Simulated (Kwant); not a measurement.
Model: Hückel tight-binding model, one pz orbital an atom, one spin, coherent transport at 0 K (Kwant). Conductance is in e²/h.

Model system: π system c1ccc(cc1)C=Cc1ccccc1 between two chain leads. The π system is taken as planar. Atoms are numbered from 0 in the order of the SMILES. Site energies (eV, carbon 0): [0.0, 0.0, 0.0, 0.0, 0.0, 0.0, 0.0, 0.0, 0.0, 0.0, 0.0, 0.0, 0.0, 0.0]. Bonds (i, j, β in eV): (0,1,-2.4) (1,2,-2.4) (2,3,-2.4) (3,4,-2.4) (4,5,-2.4) (3,6,-2.4) (6,7,-2.4) (7,8,-2.4) (8,9,-2.4) (9,10,-2.4) (10,11,-2.4) (11,12,-2.4) (12,13,-2.4) (5,0,-2.4) (13,8,-2.4). Leads: chains of hopping −3.6 eV, joined by −1.2 eV to atoms 0 and 2.

Site energies and bond integrals are typed Hückel values.

Sweep values stay those of the base run.

One input was changed, with this effect: transmission at E = 0 < 1e-12 → 0.027.

Which change was it?
A) contacts moved from atoms [0, 2] to [2, 7]
B) contacts moved from atoms [0, 2] to [1, 9]
C) contacts moved from atoms [0, 2] to [0, 6]
D) contacts moved from atoms [0, 2] to [1, 5]
E) contacts moved from atoms [0, 2] to [0, 11]
F) contacts moved from atoms [0, 2] to [2, 6]

A, contacts moved from atoms [0, 2] to [2, 7]
